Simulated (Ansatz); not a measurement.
Band structure of CsPbBr₃ (Pm-3m, 5 atoms in the cell).

```xyz
5
Lattice="5.8700 0.0000 0.0000 0.0000 5.8700 0.0000 0.0000 0.0000 5.8700" Properties=species:S:1:pos:R:3 pbc="T T T"
Cs     0.0000     0.0000     0.0000
Pb     2.9350     2.9350     2.9350
Br     2.9350     0.0000     2.9350
Br     0.0000     2.9350     2.9350
Br     2.9350     2.9350     0.0000
```

Method: PBE (plane waves, PAW; Ansatz, a quantum-chemistry and plane-wave program).

Settings: basis.ecutwfc = 420 eV; kpoints.mp_grid.grid = 3 3 3; hamiltonian.xc = pbe; hamiltonian.pseudopotentials = {kind: paw} (the program's default PAW files); scf.occupations.method = fermi_dirac; scf.occupations.width = 0.01 eV; kpoints.band_path.npoints = 8.

The starting cell has typed, rounded lattice constants, without a prior relaxation at this level. Spin-orbit coupling is off.

Predict the gap along the standard path and the places of the band edges.

The gap along the path is 1.55 eV, direct at R to within 0.01 eV.

Levels in eV from the top of the valence band on the path, bands 19 to 26:
| point | 19 | 20 | 21 | 22 | 23 | 24 | 25 | 26 |
|---|---|---|---|---|---|---|---|---|
| Γ | -2.21 | -2.09 | -2.09 | -2.09 | 2.98 | 4.06 | 4.06 | 4.82 |
| X | -2.34 | -2.20 | -2.20 | -1.46 | 2.59 | 4.42 | 5.04 | 5.08 |
| M | -2.43 | -2.32 | -1.74 | -0.72 | 2.10 | 2.10 | 4.87 | 5.13 |
| R | -1.72 | -1.72 | -1.72 | 0.00 | 1.55 | 1.55 | 1.55 | 4.47 |

Keys are those of Ansatz 0.2.
